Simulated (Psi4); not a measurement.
Psi4 1.11, BP86/def2-svp: Mg(H)(OSiH3) ([MgH][O][SiH3]), 7 atoms. The geometry is a generated start, not checked to be a minimum at this level.

```yaml
task: energy
method: bp86
basis: def2-svp
memory: 3 GB
maxiter: 100
keys_of_the_molecule_block: symmetry c1
scf_type: df (default)
e_convergence: 1e-06 (default)
d_convergence: 1e-06 (default)
dft_radial_points: 75 (default)
dft_spherical_points: 302 (default)
basis_functions: 70
grid_points: 152497
```

```xyz
7

Mg    -1.5629    -1.0100     1.0848
H     -2.9415    -1.4747     1.6281
O     -0.2508    -0.2327     0.2177
Si     0.9290     0.5147    -0.5622
H      0.9199     0.0708    -1.9721
H      2.2105     0.1586     0.0816
H      0.6958     1.9732    -0.4779
```

With the defaults (diis = true, scf_initial_accelerator = adiis, damping_percentage = 0, guess = auto, which took SAD, diis_max_vecs = 10, soscf = false, soscf_start_convergence = 0.01) it converges in 9 SCF iterations. One run each on 2 threads, with these changes:
- soscf = true
- diis_max_vecs = 20
- soscf = true, soscf_start_convergence = 0.001
- guess = huckel
- diis_max_vecs = 3
- diis = false, scf_initial_accelerator = none, damping_percentage = 60
- guess = core
- guess = gwh
- diis_max_vecs = 6

Task: Name the settings that don't reach the solution of the defaults.

Result: No convergence: diis = false, scf_initial_accelerator = none, damping_percentage = 60 (the run ends without SCF convergence in 100 iterations). The rest reach the solution of the defaults.

| setting | SCF iterations | JK calls | end |
|---|---|---|---|
| soscf = true | 7 | 23 | same solution |
| soscf = true, soscf_start_convergence = 0.001 | 8 | 19 | same solution |
| the defaults | 9 | 10 | same solution |
| diis_max_vecs = 20 | 9 | 10 | same solution |
| diis_max_vecs = 6 | 9 | 10 | same solution |
| guess = huckel | 10 | 31 | same solution |
| diis_max_vecs = 3 | 11 | 12 | same solution |
| guess = core | 12 | 12 | same solution |
| guess = gwh | 14 | 14 | same solution |
| diis = false, scf_initial_accelerator = none, damping_percentage = 60 | 100 | 101 | no convergence |

An SOSCF iteration holds several JK calls; a Hückel guess adds calls on atoms. 1 further run of the study ended by our limits or in an error and is left out.
